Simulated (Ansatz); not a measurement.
Take Rb in the bcc (W type) structure (space group Im-3m, No. 229; a = 5.7489 Å) as the base.

Structures relaxed with Ansatz (a first-principles code) r2SCAN, no spin-orbit coupling, earlier PAW set.

Base:

Simulated powder pattern, Cu Kα1, λ = 1.54056 Å (kinematic, ideal powder, no thermal factors, no anomalous dispersion; the 10 strongest lines at most, above 2 %, up to 2θ = 90°):

```json
[
 {"2θ (°)": "21.85", "I/Imax (%)": "100", "hkl": "(110)"},
 {"2θ (°)": "31.09", "I/Imax (%)": "21", "hkl": "(200)"},
 {"2θ (°)": "38.32", "I/Imax (%)": "46", "hkl": "(211)"},
 {"2θ (°)": "44.54", "I/Imax (%)": "15", "hkl": "(220)"},
 {"2θ (°)": "50.14", "I/Imax (%)": "21", "hkl": "(310)"},
 {"2θ (°)": "60.18", "I/Imax (%)": "24", "hkl": "(321)"},
 {"2θ (°)": "69.29", "I/Imax (%)": "12", "hkl": "(330)"},
 {"2θ (°)": "73.63", "I/Imax (%)": "6.5", "hkl": "(420)"},
 {"2θ (°)": "77.87", "I/Imax (%)": "5.6", "hkl": "(332)"},
 {"2θ (°)": "86.19", "I/Imax (%)": "13", "hkl": "(510)"}
]
```

It is then changed as follows: Na takes the place of Rb on all its sites, then cell and atoms are relaxed.

Question: Predict the new powder pattern.

Answer: 
Simulated powder pattern, Cu Kα1, λ = 1.54056 Å (kinematic, ideal powder, no thermal factors, no anomalous dispersion; the 10 strongest lines at most, above 2 %, up to 2θ = 90°):

```
2θ (°)  d (Å)  I/Imax (%)    hkl
------  -----  ----------  -----
29.88   2.988         100  (110)
42.77   2.113          18  (200)
53.05   1.725          36  (211)
62.08   1.494          10  (220)
70.41   1.336          13  (310)
78.33   1.220         3.0  (222)
86.02   1.129          14  (321)
```

The indices refer to each structure's own conventional cell; one index is shown for lines that coincide.

Stability against distortions was not tested.
